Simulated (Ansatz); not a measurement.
**BeS, pressure series**

The parent structure is BeS in the zinc blende structure (space group F-43m, No. 216; a = 4.838 Å).

Cell and atoms are relaxed at each pressure.

The values are results of Kohn–Sham DFT with the PBEsol functional, run in Ansatz (a quantum-chemistry and plane-wave program) with PAW and 420 eV plane waves, no spin-orbit coupling, not measurements.

Candidates:
(a) pressure 4.5 GPa
(b) pressure 30 GPa
(c) pressure 22.5 GPa
(d) pressure −1 GPa
(e) pressure 2.1 GPa

Before the change:

```
Property   Result
--------  -------
Band gap  2.91 eV
```

Q: Order them by band gap, lowest first.

A: (b) pressure 30 GPa (2.33 eV), (c) pressure 22.5 GPa (2.46 eV), (a) pressure 4.5 GPa (2.81 eV), (e) pressure 2.1 GPa (2.86 eV), (d) pressure −1 GPa (2.93 eV)

Load acts through the strain it causes; cell and atoms are relaxed under it. Whether these cells are dynamically stable was not tested. No other phases were tried under pressure.
